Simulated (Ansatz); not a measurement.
Data:

```
CELL_PARAMETERS angstrom
      2.93551     1.69482     4.57884
     -2.93551     1.69482     4.57884
      0.00000    -3.38964     4.57884
ATOMIC_POSITIONS crystal
  K  0.50000 0.50000 0.50000
  K  0.00000 0.00000 0.00000
  Sn 0.24726 0.24726 0.24726
  Sn 0.75274 0.75274 0.75274
  O  0.00000 0.50000 0.00000
  O  0.00000 0.00000 0.50000
  O  0.50000 0.00000 0.00000
```

A single point on K2Sn2O3 with a change (isotropic strain −2.50 %), its geometry relaxed with PBEsol.

All numbers come from PBEsol (Ansatz, a first-principles code), with spin-orbit coupling. Γ-centred 7×7×7 mesh, Fermi–Dirac width 0.05 eV.

Task: Estimate the valence-band top at Γ (three highest Kramers pairs, from the VBM).

Result: 0.00, -2.09, -2.09 eV.

Task: Estimate the pressure.

Result: 2.81 GPa.

Task: What is the computed electron mass?

Result: 0.54 mₑ along c, 0.14 mₑ across (at Γ).

Task: What band gap does the calculation give?

Result: 0.63 eV.

Single points use the geometry relaxed with PBEsol. Effective masses come from finite differences of ±0.01 Å⁻¹. No phonon test of stability was made. The cell was made from K2Sn2O3 (space group R-3m, No. 166) by this change: isotropic strain −2.50 %.
